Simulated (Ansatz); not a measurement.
Abridged Ansatz (an electronic-structure program) output:

```
Pseudopotential: Sr, paw, valence charge 10
Pseudopotential: As, paw, valence charge 15
Pseudopotential: Sn, paw, valence charge 14
Crystal: 6 atoms, lattice volume = 174.252 Å³
Basis set: ecut = 420 eV, 3383 PW (Γ), exchange–correlation on 64×64×120 points (8 copies of the dense FFT grid, shifted against one another)
Bands: 45, of which v1, the nominal top of the filled ones, is band 39 counted from 1 (38 counted from 0)
Symmetry: 24 space group operations
k-points: 64 of 726
Functional: x = pbesol(κ = 0.804, μ = 0.12345679012345678), c = pbesol(β = 0.046)
SCF iter   1: F=—  HF=-28513.481100 eV  |F-HF|=—  |Δ(HF+E_count)|=         —  Δρ=2.79e-3  dr2=2.82e-2  ethr=1.77e-3  ⟨swp⟩=11.5  Hψ=14282  notcnv=0  defer=8
SCF iter   2: F=—  HF=-28513.475655 eV  |F-HF|=—  |Δ(HF+E_count)|=   5.44e-3  Δρ=1.80e-3  dr2=1.32e-2  ethr=3.61e-5  ⟨swp⟩=2.1  Hψ=4206  notcnv=0  defer=15
SCF 1 converged in 10 iterations: F = -28513.471162 eV  dr2 = 1.50e-10
SCF converged after 10 iterations
Free energy (F): -28513.471162 eV
Internal energy: -28513.453610 eV  (E = F + TS)
E sigma→0 (E₀):  -28513.462386 eV
Entropy (-TS):   -0.017552 eV (-2.925 meV/atom)
Fermi energy:    9.233759 eV
--- Forces (eV/Å), atoms counted from 1 ---
  atom   1  Sr     0.00000000     0.00000000     0.00000000
  atom   2  Sr     0.00000000    -0.00000000     0.00000000
  atom   3  As     0.00000000    -0.00000000    -0.00000000
  atom   4  As    -0.00000000     0.00000000     0.00000000
  atom   5  Sn     0.00000000     0.00000000    -0.00000000
  atom   6  Sn    -0.00000000     0.00000000     0.00000000
--- Stress (GPa, compression-positive) ---
       -0.001222       0.000000       0.000000
        0.000000      -0.001222       0.000000
        0.000000       0.000000      -0.007898
  P = ⅓ Tr σ = -0.0034 GPa (-0.034 kbar)
```

### Question
What was computed, and what are the main results?

### Answer
SrSnAs, 6 atoms in the cell, with PBEsol (Ansatz; PAW; 420 eV plane waves; no spin-orbit coupling). The last SCF converged to F = -28513.471162 eV, or -4752.2452 eV per atom, at a pressure of 0.00 GPa. The total energy compares only with runs of the same code, potentials and settings.

No phonon test of stability was made. All final runs are without spin polarisation. The cell was made from SrPtAs by this change: Pt → Sn; the result is a hypothetical phase, not in the database extracts checked.
